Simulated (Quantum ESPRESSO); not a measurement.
Input and output of a self-consistent single point for ScOF (P1, 6 atoms in the cell) (Quantum ESPRESSO).

Computed with LDA (PW92), PseudoDojo standard norm-conserving (LDA) pseudopotentials (plane waves; Quantum ESPRESSO 7.5).

The change in words: atoms moved at random. Reference geometry:
```xyz
6
Lattice="3.6275 0.0000 0.0000 0.0000 3.6275 0.0000 0.0000 0.0000 5.1722" Properties=species:S:1:pos:R:3 pbc="T T T"
Sc     1.8138     0.0000     3.6508
Sc     0.0000     1.8138     1.5214
O      0.0000     0.0000     2.5861
O      1.8138     1.8138     2.5861
F      1.8138     1.8138     0.0000
F      0.0000     0.0000     0.0000
```

Reference input (self-consistent single point, DFT, LDA (PW92), plane waves, PseudoDojo standard norm-conserving (LDA) pseudopotentials): ecutwfc = 85 Ry; occupations = fixed; potentials = {Sc: Sc.upf, O: O.upf, F: F.upf}; K_POINTS = automatic 7 7 5 0 0 0; nbnd = 28; conv_thr = 1e-09 Ry; mixing_beta = 0.5. This run's input differs from it in these lines:

```diff
@@ -9,5 +9,3 @@
 &system
- ibrav = 6,
- A = 3.6275200000,
- C = 5.1722000000,
+ ibrav = 0,
  nat = 6,
@@ -27,10 +25,14 @@
 ATOMIC_POSITIONS crystal
-Sc    0.5000000000    0.0000000000    0.7058500000
-Sc    0.0000000000    0.5000000000    0.2941500000
-O     0.0000000000    0.0000000000    0.5000000000
-O     0.5000000000    0.5000000000    0.5000000000
-F     0.5000000000    0.5000000000    0.0000000000
-F     0.0000000000    0.0000000000    0.0000000000
+Sc    0.5123090000    0.0019080000    0.7013510000
+Sc   -0.0061420000    0.5094380000    0.2981870000
+O    -0.0151170000    0.0094630000    0.5076810000
+O     0.5321930000    0.4977490000    0.4886880000
+F     0.4834490000    0.4899700000   -0.0011640000
+F    -0.0066930000   -0.0085280000    0.0052550000
 K_POINTS automatic
 7 7 5  0 0 0
+CELL_PARAMETERS angstrom
+   3.6275200000     0.0000000000     0.0000000000
+   0.0000000000     3.6275200000     0.0000000000
+   0.0000000000     0.0000000000     5.1722000000
```

Output, abridged:

```
     Self-consistent Calculation

     iteration #  1     ecut=    85.00 Ry     beta= 0.50

     total energy              =    -358.14937734 Ry
     estimated scf accuracy    <       1.69435800 Ry

     iteration #  2     ecut=    85.00 Ry     beta= 0.50

     total energy              =    -358.50624377 Ry
     estimated scf accuracy    <       1.25696199 Ry

     iteration #  3     ecut=    85.00 Ry     beta= 0.50

     total energy              =    -358.77307532 Ry
     estimated scf accuracy    <       0.02774660 Ry

   [... 8 blocks of this kind left out ...]

     iteration # 12     ecut=    85.00 Ry     beta= 0.50

     total energy              =    -358.78780121 Ry
     estimated scf accuracy    <       0.00000002 Ry

     iteration # 13     ecut=    85.00 Ry     beta= 0.50
     End of self-consistent calculation

     Number of k-points >= 100: set verbosity='high' to print the bands.

     highest occupied, lowest unoccupied level (ev):     7.2795   11.6547

!    total energy              =    -358.78780122 Ry
     estimated scf accuracy    <          5.0E-10 Ry

     convergence has been achieved in  13 iterations

     Forces acting on atoms (cartesian axes, Ry/au):

     atom    1 type  1   force =    -0.01221146    0.00181413    0.01556981
     atom    2 type  1   force =     0.02850663   -0.00174151   -0.02565055
     atom    3 type  2   force =     0.06210510   -0.01291581   -0.00707053
     atom    4 type  2   force =    -0.07668972    0.01470876    0.02795319
     atom    5 type  3   force =     0.00658326    0.00077348   -0.01375419
     atom    6 type  3   force =    -0.00829382   -0.00263904    0.00295227

     Total force =     0.114625     Total SCF correction =     0.000056

          total   stress  (Ry/bohr**3)                   (kbar)     P=      -99.03
  -0.00052819  -0.00001494  -0.00019216          -77.70       -2.20      -28.27
  -0.00001494  -0.00078418  -0.00000400           -2.20     -115.36       -0.59
  -0.00019216  -0.00000400  -0.00070716          -28.27       -0.59     -104.03

   JOB DONE.
```

The run converged in 13 iterations. Against the reference run the free energy goes up by 32.6 meV/atom, the pressure goes from -12.41 to -9.90 GPa, the largest force goes from 0.230 to 2.132 eV/Å and the gap on the mesh goes from 4.295 to 4.375 eV. The full log also holds: “c_bands:  2 eigenvalues not converged”.

The starting cell comes from a database of computed structures (which also holds hypothetical and non-ambient phases and stackings), without a prior relaxation at this level. For this run, on top of that: atoms moved at random. With a pressure of about -10 GPa the cell is away from its equilibrium volume at this level. Forces in this geometry exceed 1 eV/Å.

Cost on one core of a shared machine: roughly 9 min.
